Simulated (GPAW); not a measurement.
# How a calculation on Mg6TiZn (Amm2, 8 atoms in the cell) responds to its settings

```xyz
8
Lattice="4.8891 0.0000 0.0000 0.0000 3.1254 5.4227 0.0000 -3.1254 5.4227" Properties=species:S:1:pos:R:3 pbc="T T T"
Mg     0.0000     1.5177     6.3637
Mg     0.0000    -1.5177     6.3637
Mg     0.0000     0.0000     3.6094
Mg     2.4446     1.6099     4.5242
Mg     2.4446    -1.6099     4.5242
Mg     2.4446     0.0000     1.7978
Ti     2.4446     0.0000     7.3103
Zn     0.0000     0.0000     8.8886
```
Moments meant for the start (each program seeds them in its own way; μB, in the order of the atoms Mg Mg Mg Mg Mg Mg Ti Zn): 0.0 0.0 0.0 0.0 0.0 0.0 1.0 0.0.

Base run A: GPAW with LDA (Perdew-Wang 92), GPAW PAW datasets LDA (gpaw-data 1.0.1), self-consistent single point.

Its settings: spinpol = true; mode = pw; ecut = 800 eV; xc = LDA; kpts = 4 4 4; mesh shift (steps) = 0 0 0; occupations.name = methfessel-paxton; occupations.width = 0.136 eV; occupations.order = 0; nbands = -12; convergence.density = 1e-05 e/electron; convergence.energy = 1e-05 eV/electron; symmetry.symmorphic = false; symmetry.tolerance = 0.0005; maxiter = 120.

The starting cell comes from a database of computed structures (which also holds hypothetical and non-ambient phases and stackings), without a prior relaxation at this level. With one magnetic atom in the cell only a parallel order is possible. In the base run, with a pressure of about -3 GPa the cell is away from its equilibrium volume at this level.

ΔF is the free energy per atom less that of run A. 

```
run  kpts, occupations.width  ΔF (meV/atom)  pressure (GPa)  largest force (eV/Å)  size of the net moment (μB/atom)  TS (meV/atom)  k-points
---  -----------------------  -------------  --------------  --------------------  --------------------------------  -------------  --------
A            4 4 4, 0.136 eV           0.00           -3.32                 0.175                              0.12            6.5        21
B             3 3 3, 0.03 eV           22.7           -3.50                 0.270                              0.08            0.5         8
C              3 3 3, 0.1 eV           20.9           -3.56                 0.279                              0.00            3.7         8
D              3 3 3, 0.3 eV            4.9           -3.38                 0.243                              0.00           35.9         8
E             4 4 4, 0.03 eV            3.0           -3.32                 0.174                              0.12            0.4        21
F              4 4 4, 0.1 eV           1.46           -3.32                 0.174                              0.12            3.4        21
G              4 4 4, 0.3 eV          -14.0           -3.34                 0.181                              0.00           36.2        21
H             5 4 4, 0.03 eV           -2.9           -3.34                 0.195                              0.14            0.3        21
I              5 4 4, 0.1 eV           -4.0           -3.32                 0.191                              0.14            2.5        21
J              5 4 4, 0.3 eV          -18.3           -3.35                 0.196                              0.00           34.8        21
```

Run I against A: The free energy goes down by 4.0 meV/atom, the pressure stays at -3.32 GPa, the largest force goes from 0.175 to 0.191 eV/Å and the size of the net moment hardly changes (0.12 to 0.14 μB/atom).

Run G against A: The free energy drops by 14.0 meV/atom, the pressure hardly changes (-3.32 to -3.34 GPa), the largest force goes from 0.175 to 0.181 eV/Å and the size of the net moment goes from 0.12 to 0.00 μB/atom.

Run E against A: The free energy goes up by 3.0 meV/atom, the pressure stays at -3.32 GPa, the largest force hardly changes (0.175 to 0.174 eV/Å) and the size of the net moment stays at 0.12 μB/atom.

Runs C, D, G, J lost their moments and ended non-magnetic.
